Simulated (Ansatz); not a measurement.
A zone-centre phonon calculation of Ga (Cmce, 4 atoms in the cell) with Ansatz (a first-principles code).

Level of theory: PBE, PAW files (plane waves; Ansatz).

```
Ga
1.0
    2.19253    -3.75872     0.00000
    2.19253     3.75872     0.00000
    0.00000     0.00000     4.50721
Ga
4
Direct
  0.65570   0.34430   0.41540
  0.34430   0.65570   0.58460
  0.84430   0.15570   0.91540
  0.15570   0.84430   0.08460
```

Reference input (self-consistent single point, DFT, PBE, plane waves, PAW files): kpoints.mp_grid.grid = 7 7 6; hamiltonian.xc = pbe; hamiltonian.pseudopotentials = {kind: paw} (the program's default PAW files); scf.occupations.method = gaussian; scf.occupations.width = 0.272 eV. This run's input differs from it in these lines:

```diff
@@ -17,6 +17,4 @@
   occupations: { method: gaussian, width: 0.272 eV }
-output:
-  forces: true
-  eigenvalues: true
-  stress: true
+phonons:
+  method: dfpt
```

Log, with long lists cut:

```
SCF iter   1: F=—  HF=-15132.013191 eV  |F-HF|=—  |Δ(HF+E_count)|=         —  Δρ=3.09e-2  dr2=4.26e-1  ethr=3.10e-3  ⟨swp⟩=5.3  Hψ=9786  notcnv=0
all-band conjugate gradients solve this SCF's bands
preconditioner: auto → Kerker (q_TF=auto, 2.571 Å⁻¹)
SCF iter   2: F=—  HF=-15131.971107 eV  |F-HF|=—  |Δ(HF+E_count)|=   4.21e-2  Δρ=2.19e-2  dr2=1.71e-1  ethr=8.18e-4  ⟨swp⟩=2.0  Hψ=6082  notcnv=0  defer=63
   [... lines left out ...]
SCF iter   9: F=—  HF=-15131.999755 eV  |F-HF|=—  |Δ(HF+E_count)|=   2.49e-9  Δρ=2.31e-6  dr2=4.16e-9  ethr=2.34e-10  ⟨swp⟩=2.0  Hψ=5040  notcnv=0  defer=63
SCF iter  10: F=—  HF=-15131.999755 eV  |F-HF|=—  |Δ(HF+E_count)|=   2.53e-9  Δρ=5.18e-7  dr2=2.29e-10  ethr=8.00e-12  ⟨swp⟩=2.0  Hψ=3317  notcnv=0  defer=63
SCF iter  11: F=—  HF=-15131.999755 eV  |F-HF|=—  |Δ(HF+E_count)|=  1.27e-10  Δρ=1.41e-7  dr2=1.38e-11  ethr=1.00e-12  ⟨swp⟩=2.0  Hψ=3204  notcnv=0  defer=63
SCF iter  12: F=-15131.999755 eV  HF=-15131.999755 eV  |F-HF|=5.46e-12  |Δ(HF+E_count)|=  1.09e-11  Δρ=2.85e-8  dr2=3.99e-13  ethr=1.00e-12  ⟨swp⟩=7.8  Hψ=13576  notcnv=0
SCF 1 converged in 12 iterations: F = -15131.999755 eV  dr2 = 3.99e-13
DFPT response loops at Γ: preconditioner auto → Kerker (q_TF=auto, 2.571 Å⁻¹) (partly filled bands, converged f_vac=0.002) …
Free energy (F): -15131.999755 eV
Internal energy: -15131.974316 eV  (E = F + TS)
E sigma→0 (E₀):  -15131.987035 eV
Entropy (-TS):   -0.025439 eV (-6.360 meV/atom)
Fermi energy:    9.826892 eV
--- Phonons (Γ-DFPT): 3 representative perturbations + reference, on 88 of 294 k-points (Σ response iterations 9) ---
  k mesh reduced under 2 symmetry operations, with k and −k counted as one. Each operation leaves every solved displacement unchanged or reverses it
  ASR residual: 7.098e-5 → 0.000e0 eV/Å²; symmetrization residual: 1.939e-6 eV/Å²
  ASR residual per site (eV/Å²): 7.10e-5 7.10e-5 7.10e-5 7.10e-5
  Γ frequencies (cm⁻¹): 0.00 0.00 0.00 73.71 95.40 103.58 123.27 163.16 196.43 206.23 223.53 254.02
  non-analytic LO–TO correction: not included (Born effective charges unavailable; polar crystals: no LO–TO splitting at Γ)
```

The run converged in 12 iterations. 

Summary of the result:
* **Free energy E − TS (on the zero of these files)**: -15131.9998 eV
* **Fermi level (on the code's own zero)**: 9.83 eV
* **Zone-centre frequencies (cm⁻¹; negative means imaginary)**: 0, 0, 0, 74, 95, 104, 123, 163, 196, 206, 224, 254

The starting cell comes from a database of computed structures (which also holds hypothetical and non-ambient phases and stackings), without a prior relaxation at this level. Its lattice was rescaled by a random factor within 2.5 % of one.

Cost on one core of a shared machine: roughly 2 min.

Keys are those of Ansatz 0.2.
